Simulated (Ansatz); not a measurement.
A (3,2) carbon nanotube, relaxed period 18.689 Å, atoms relaxed at each strain.

| strain | energy (meV a period) | axial force (nN) |
|---|---|---|
| -0.015 | +440.2 | -5.09 |
| +0.015 | +409.1 | +4.61 |

Calculation: PBE (plane waves to 420 eV, PAW; Ansatz, a first-principles code). Mesh 1×1×6. No spin polarisation. Isolated but for its images some 11 Å away. An idealised model, rolled from the flat sheet. Only distortions within the start's symmetry and period were free. Buckling under compression is shut out by symmetry and the short period. Energies are free energies at a Fermi–Dirac width of 0.05 eV, from the unstrained cell.

Mean diameter 3.56 Å.

Work out the axial stiffness dF/dε in two ways, and what it means for a modulus.

From the forces: (+4.61 − (-5.09))/0.030 = 323 nN. From the energies: (E₊ + E₋)/(ε² c) = 0.8493 eV/(0.015² × 18.689 Å) = 202.0 eV/Å = 324 nN. The two agree to within 1 %. Spread over the circumference π × 3.56 Å, the force value is a sheet stiffness of 289 N/m.
